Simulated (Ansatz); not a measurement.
A self-consistent single point of ZrBr3 (P6_3/mcm, 8 atoms in the cell) with Ansatz (a program for electronic structure).

Level of theory: LDA (PW92), PAW files made with PBE (plane waves; Ansatz).

```yaml
crystal:
  lattice:
    - [6.98904, 0.00000, 0.00000]
    - [-3.49452, 6.05269, 0.00000]
    - [0.00000, 0.00000, 6.25815]
  atoms:
    - { symbol: Zr, position: [0.00000, 0.00000, 0.50000] }
    - { symbol: Zr, position: [0.00000, 0.00000, 0.00000] }
    - { symbol: Br, position: [0.68227, 0.00000, 0.75000] }
    - { symbol: Br, position: [0.31773, 0.00000, 0.25000] }
    - { symbol: Br, position: [0.68227, 0.68227, 0.25000] }
    - { symbol: Br, position: [0.31773, 0.31773, 0.75000] }
    - { symbol: Br, position: [0.00000, 0.68227, 0.75000] }
    - { symbol: Br, position: [0.00000, 0.31773, 0.25000] }
```

Reference input (self-consistent single point, DFT, LDA (PW92), plane waves, PAW files made with PBE): kpoints.mp_grid.grid = 4 4 4; hamiltonian.xc = lda; hamiltonian.pseudopotentials = {kind: paw} (the program's default PAW files); scf.occupations.method = methfessel_paxton; scf.occupations.width = 0.1 eV. This run's input differs from it in these lines:

Ansatz 0.2 input:
```diff
@@ -16,3 +16,3 @@
   mp_grid:
-    grid: [4, 4, 4]
+    grid: [9, 9, 9]
 hamiltonian:
```

The program printed (abridged):

```
SCF iter   1: F=—  HF=-24342.113701 eV  |F-HF|=—  |Δ(HF+E_count)|=         —  Δρ=9.63e-2  dr2=1.08e2  ethr=3.10e-3  ⟨swp⟩=7.0  Hψ=10067  notcnv=0
all-band conjugate gradients solve this SCF's bands
preconditioner: auto → LDOS
SCF iter   2: F=—  HF=-24332.285903 eV  |F-HF|=—  |Δ(HF+E_count)|=    9.83e0  S|Δr|=    0.00e0  Δρ=5.95e-2  dr2=9.34e0  ethr=3.10e-3  ⟨swp⟩=3.9  Hψ=6620  notcnv=0  defer=101
   [... lines left out ...]
SCF iter   7: F=—  HF=-24328.949011 eV  |F-HF|=—  |Δ(HF+E_count)|=   6.48e-6  S|Δr|=    0.00e0  Δρ=3.87e-5  dr2=7.78e-6  ethr=3.05e-7  ⟨swp⟩=2.1  Hψ=3511  notcnv=0  defer=56
SCF iter   8: F=—  HF=-24328.949032 eV  |F-HF|=—  |Δ(HF+E_count)|=   2.12e-5  S|Δr|=    0.00e0  Δρ=8.29e-6  dr2=3.14e-7  ethr=1.18e-8  ⟨swp⟩=2.0  Hψ=3650  notcnv=0  defer=56
SCF iter   9: F=-24328.949032 eV  HF=-24328.949032 eV  |F-HF|=8.68e-9  |Δ(HF+E_count)|=   1.05e-7  S|Δr|=    0.00e0  Δρ=2.14e-6  dr2=2.33e-8  ethr=1.52e-10  ⟨swp⟩=9.5  Hψ=11149  notcnv=0
SCF 1 converged in 9 iterations: F = -24328.949032 eV  dr2 = 2.33e-8
Stability not checked (fill_not_monotonic)
Free energy (F): -24328.949032 eV
Internal energy: -24328.948747 eV  (E = F + TS)
E sigma→0 (E₀):  -24328.948961 eV
Entropy (-TS):   -0.000284 eV (-0.036 meV/atom)
Fermi energy:    5.241100 eV
--- Forces (eV/Å), atoms counted from 1 ---
  atom   1  Zr    -0.00000000    -0.00000000    -0.00000000
  atom   2  Zr    -0.00000000     0.00000000    -0.00000000
  atom   3  Br     0.57892107     0.00000002     0.00000000
  atom   4  Br    -0.57892107    -0.00000002     0.00000000
   [... lines left out ...]
  atom   8  Br     0.28946056    -0.50136034     0.00000000
--- Stress (GPa, compression-positive) ---
       -3.251275       0.000000      -0.000000
        0.000000      -3.251275       0.000000
       -0.000000       0.000000      -3.803654
  P = ⅓ Tr σ = -3.4354 GPa (-34.354 kbar)
  The stress holds the Pulay correction. Without it, at fixed plane waves, as pw.x and ABINIT print it: P = -3.4508 GPa
```

The run converged in 9 iterations. Against the reference run the free energy falls by 7.0 meV/atom, the pressure hardly changes (-3.52 to -3.44 GPa) and the largest force goes from 0.557 to 0.579 eV/Å.

The starting cell comes from a database of computed structures (which also holds hypothetical and non-ambient phases and stackings), without a prior relaxation at this level. Its lattice was rescaled by a random factor within 2.5 % of one. With a pressure of about -3 GPa the cell is away from its equilibrium volume at this level. Ansatz's pressure includes its estimate of the finite-basis (Pulay) stress.

Cost on one core of a shared machine: roughly 30 s.
